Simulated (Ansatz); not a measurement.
System: CsCl-type CoAl. Method: BLYP (PAW; Ansatz, a first-principles code).

Numerical settings: plane-wave cutoff 520 eV, 20×20×20 k mesh, Fermi–Dirac smearing 0.05 eV, no spin polarisation, scalar-relativistic PAW data made under PBE.

The volume scan:

```
V (Å³/atom)  E − E_lowest (meV/atom)  P (GPa)
-----------  -----------------------  -------
11.202                         24.47    11.59
11.440                         10.48     7.30
11.678                          2.53     3.46
11.917                          0.00     0.00
12.155                          2.34    -3.10
12.393                          9.05    -5.88
12.632                         19.68    -8.37
```

Problem. Estimate the bulk modulus and its pressure derivative from these points.

Solution. V0 = 11.917 Å³/atom, B0 = 163 GPa, B′ = 4.4 (fit to the energies at full precision).

Measured, for comparison: bulk modulus 162 GPa, equilibrium volume per atom 11.71 Å³/atom (room temperature, no zero-point or thermal correction; as tabulated in Yamada et al. (2019), arXiv:1910.09660). Computed (rounded) less measured: bulk modulus +0.6 %, equilibrium volume per atom +1.8 %.

Computed values are for the static lattice.
